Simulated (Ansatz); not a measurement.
Structures of equal composition on the (0001) surface of 4H silicon carbide (Si plane on top): (√3x√3)R30° Bi adatom at H3; (√3x√3)R30° Bi adatom at T4. The slabs share one bottom face, and each structure is named by its start. These are constructed structures in small cells; real faces may alloy, dewet or reconstruct in larger ones, and not all known structures of the face are among them. Slabs of about 10 Å with all that they carry, Fermi-Dirac smearing of 0.025 eV. Bottom of the slabs: H caps. Relaxed from the named starts with such symmetry as they have, on meshes of like density; energies extrapolated to zero smearing; no spin-orbit coupling, no U. Spin-polarised runs, if any, are marked in brackets, and their order is one that fits the cell; the others ran without spin. Where a second, spin-polarised start was run, the lower counts.

Host crystal: 4H silicon carbide, with a band gap (PBE, scalar-relativistic without spin-orbit coupling).

These are PBE (plane waves to 420 eV, PAW; Ansatz, a first-principles code) values and carry that method's errors.

**Question.** Put the candidates in order of energy per 1x1 cell, lowest first, for PBE.

**Answer.** (√3x√3)R30° Bi adatom at T4 (0.000 eV, gap 1.95 eV on the mesh), (√3x√3)R30° Bi adatom at H3 (0.099 eV, gap 1.75 eV on the mesh)
